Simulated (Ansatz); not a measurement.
Sc₃SnC (Pm-3m, No. 221, 5 atoms in the cell; start mp-16297) was calculated with PBEsol (plane waves, PAW; Ansatz, a first-principles code).

Settings: plane-wave cutoff 520 eV, 12×12×12 k mesh, Fermi–Dirac smearing 0.05 eV, scalar-relativistic PAW data made under PBE.

Cell (relaxed at this level):

```xyz
5
Lattice="4.4810 0.0000 0.0000 0.0000 4.4810 0.0000 0.0000 0.0000 4.4810" Properties=species:S:1:pos:R:3 pbc="T T T"
Sc     0.0000     2.2405     2.2405
Sc     2.2405     0.0000     2.2405
Sc     2.2405     2.2405     0.0000
Sn     0.0000     0.0000     0.0000
C      2.2405     2.2405     2.2405
```

Give the computed bulk modulus B0.


* **bulk modulus B0**: 109 GPa

The run finds no gap.

Note: the bulk modulus is −V dP/dV from two relaxed cells at ±2 % in volume; the relaxation could not lower the start's symmetry, so the cell can be a saddle point above a distorted one.

Spin–orbit coupling is not included; it can open a gap where bands touch, and shift volumes and moduli.

The computed numbers hold no vibrational or temperature effects.

A start named mp-… is a Materials Project structure, which need not be a measured phase.
